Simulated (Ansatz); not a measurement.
**GaN, pressure series**

Start from GaN in the rock salt structure (space group Fm-3m, No. 225; a model cell).

```yaml
crystal:
  lattice:
    - [0.00000, 2.10974, 2.10974]
    - [2.10974, 0.00000, 2.10974]
    - [2.10974, 2.10974, 0.00000]
  atoms:
    - { symbol: Ga, position: [0.50000, 0.50000, 0.50000] }
    - { symbol: N, position: [0.00000, 0.00000, 0.00000] }
```

Cell and atoms are relaxed at each pressure.

Computed with PBEsol (Ansatz, a quantum-chemistry and plane-wave program; PAW; 420 eV plane waves; no spin-orbit coupling).

```tsv
P (GPa)	V (Å³/atom)
-2.00	9.474
-1.00	9.432
0.29	9.379
0.69	9.363
1.48	9.332
3.00	9.273
5.00	9.200
7.50	9.112
```

Question: Fit a third-order Birch–Murnaghan equation of state.

Answer: Least squares on P(V) = (3B₀/2)[(V₀/V)^(7/3) − (V₀/V)^(5/3)]·[1 + (3/4)(B₀′ − 4)((V₀/V)^(2/3) − 1)] gives V₀ = 9.39 Å³/atom, B₀ = 232 GPa and B₀′ = 4.6.

Between the base and pressure 7.5 GPa the gap moves from 0.54 eV to 0.73 eV, a mean slope of 26 meV/GPa.

Load acts through the strain it causes; cell and atoms are relaxed under it. Whether these cells are dynamically stable was not tested. No other phases were tried under pressure. The base started in Pnma and relaxed to Fm-3m at this level. This is not the structure that GaN has at room temperature and ambient pressure.
